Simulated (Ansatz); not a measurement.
Band-edge transport in semiconductors and insulators: MgS (Fm-3m) under several functionals (Ansatz, a first-principles code, without spin-orbit coupling). The PBE cell:

```yaml
crystal:
  lattice:
    - [0.00000, 2.61486, 2.61486]
    - [2.61486, 0.00000, 2.61486]
    - [2.61486, 2.61486, 0.00000]
  atoms:
    - { symbol: Mg, position: [0.00000, 0.00000, 0.00000] }
    - { symbol: S, position: [0.50000, 0.50000, 0.50000] }
```

```tsv
Functional	cell relaxed with	volume (Å³/atom)	band gap	electron conductivity mass	hole conductivity mass	Seebeck coefficient, n-type 1e19 cm⁻³
PBE	PBE	17.88	2.76 eV	0.36 mₑ	1.05 mₑ	-261 μV/K
PBEsol	PBEsol	17.39	2.73 eV	0.35 mₑ	1.00 mₑ	-261 μV/K
r2SCAN	PBEsol	17.39	3.49 eV	0.37 mₑ	1.02 mₑ	-265 μV/K
HSE06	PBEsol	17.39	___	___	___	___
```

**Question.** Given the cheaper levels, estimate the HSE06 row.

**Answer.** 
- HSE06, band gap: 3.83 eV
- HSE06, electron conductivity mass: 0.35 mₑ
- HSE06, hole conductivity mass: 0.95 mₑ
- HSE06, Seebeck coefficient, n-type 1e19 cm⁻³: -258 μV/K

For the band gap, PBE gives 2.76 eV and HSE06 3.83 eV: PBE lies 28 % below.

Masses are for dilute carriers at 300 K, harmonic means over directions unless an axis is named. Seebeck coefficients are for the stated density at 300 K, with one relaxation time for all states and whether or not that doping can be reached. Spin-orbit coupling is left out.
